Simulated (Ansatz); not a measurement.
Ansatz (a program for electronic structure) run on MgTiF6 (R-3, 8 atoms in the cell): relaxation of cell and atoms.

Computed with PBEsol, default PAW files made with PBE (plane waves; Ansatz).

The change in words: atoms on their sites; basis.ecutwfc: 420 eV → 295 eV; relax: default → cell and atoms. Reference geometry:
```
MgTiF6
1.0
    2.61611     1.51041     4.45784
   -2.61611     1.51041     4.45784
    0.00000    -3.02082     4.45784
Mg Ti F
1 1 6
Direct
  0.50374   0.50374   0.50374
  0.00000   0.00000   0.00000
  0.67162   0.84246   0.24225
  0.32838   0.15754   0.75775
  0.24225   0.67162   0.84246
  0.75775   0.32838   0.15754
  0.84246   0.24225   0.67162
  0.15754   0.75775   0.32838
```

Reference input (self-consistent single point, DFT, PBEsol, plane waves, default PAW files made with PBE): basis.ecutwfc = 420 eV; kpoints.mp_grid.grid = 5 5 5; hamiltonian.xc = pbesol; hamiltonian.pseudopotentials = {kind: paw} (the program's default PAW files); scf.occupations.method = fixed. This run's input differs from it in these lines:

Ansatz 0.2 input:
```diff
@@ -7,3 +7,3 @@
   atoms:
-    - { symbol: Mg, position: [0.503739, 0.503739, 0.503739] }
+    - { symbol: Mg, position: [0.500000, 0.500000, 0.500000] }
     - { symbol: Ti, position: [0.000000, 0.000000, 0.000000] }
@@ -16,3 +16,3 @@
 basis:
-  ecutwfc: 420.0
+  ecutwfc: 295.0
 kpoints:
@@ -24,2 +24,4 @@
   occupations: { method: fixed }
+relax:
+  cell: {}
 output:
```

Log, with long lists cut:

```
   [... SCF lines of the steps left out ...]
relax step   1: F+E_penalty+E_count = -9194.90805587 eV  Δ(F+E_penalty+E_count) = +0.000e0 eV  max|allowed force component| = 4.291e-1 eV/Å  Δτ_max = 0.0000 Å  P = -2.598 GPa  Ω = 105.688 Å³  (8 SCF iters, dr2 threshold 1.00e-7 eV, accepted)
relax step   2: F+E_penalty+E_count = -9195.11131438 eV  Δ(F+E_penalty+E_count) = -2.033e-1 eV  max|allowed force component| = 1.608e-1 eV/Å  Δτ_max = 0.0134 Å  P = +0.649 GPa  Ω = 105.063 Å³  energy of the carried Pulay correction = +1.750e-1 eV  [...]
   [... lines left out ...]
relax step  78: F+E_penalty+E_count = -9194.92155702 eV  Δ(F+E_penalty+E_count) = +1.633e-2 eV  max|allowed force component| = 1.883e-3 eV/Å  Δτ_max = 0.0022 Å  P = -0.018 GPa  Ω = 109.847 Å³  energy of the carried Pulay correction = -1.635e-2 eV  [...]
relax step  79: F+E_penalty+E_count = -9194.94281444 eV  Δ(F+E_penalty+E_count) = -2.126e-2 eV  max|allowed force component| = 1.498e-3 eV/Å  Δτ_max = 0.0000 Å  P = +0.018 GPa  Ω = 109.847 Å³  stress off target by 3.96e-2 GPa  SCF on the basis [...]
basis re-selected at this cell: Δ(F+E_penalty+E_count) = -2.126e-2 eV, ΔP = +0.036 GPa vs the last step
the relaxation is at rest under the 6 symmetry operations that the run kept from its start: a minimum is not shown …
Free energy (F): -9194.942814 eV
Internal energy: -9194.942814 eV  (E = F + TS)
E sigma→0 (E₀):  -9194.942814 eV
Fermi energy:    -0.034427 eV
--- Forces (eV/Å), atoms counted from 1 ---
  atom   1  Mg    -0.00000000     0.00000000     0.00000000
  atom   2  Ti     0.00000000     0.00000000    -0.00000000
   [... lines left out ...]
  cell:  # Å, volume = 109.8468 Å³
   [... lines left out ...]
    - { symbol: F, position: [0.24163121324554238, 0.7092570868883109, 0.8075325371133609] }
    - { symbol: F, position: [0.7583687867544575, 0.290742913111689, 0.19246746288663885] }
    - { symbol: F, position: [0.8075325371133609, 0.2416312132455422, 0.7092570868883109] }
    - { symbol: F, position: [0.19246746288663902, 0.7583687867544577, 0.2907429131116887] }
```

The run converged. 

Summary of the result:
```
Item                                                                                Value
------------------------------------------------  ---------------------------------------
Free energy E − TS (on the zero of these files)                             -9194.9428 eV
Top of the valence band (on the code's own zero)                                 -0.03 eV
Gap on the k-point mesh                                                           4.88 eV
Pressure                                                                         0.02 GPa
Largest force (vector length)                                                  0.002 eV/Å
Final cell                                        a = b = c = 5.403 Å, α = β = γ = 59.33°
Final volume per atom                                                            13.73 Å³
Relaxation steps                                                                       79
```

The starting cell comes from a database of computed structures (which also holds hypothetical and non-ambient phases and stackings), without a prior relaxation at this level. Its lattice was rescaled by up to half a per cent. The relaxation keeps the symmetry of its start, so its end need not be a minimum. Ansatz's pressure includes its estimate of the finite-basis (Pulay) stress. Without the estimate this run gives -42.95 GPa. The cutoff lies below the one recommended for these files.

Cost on one core of a shared machine: roughly 4 min.
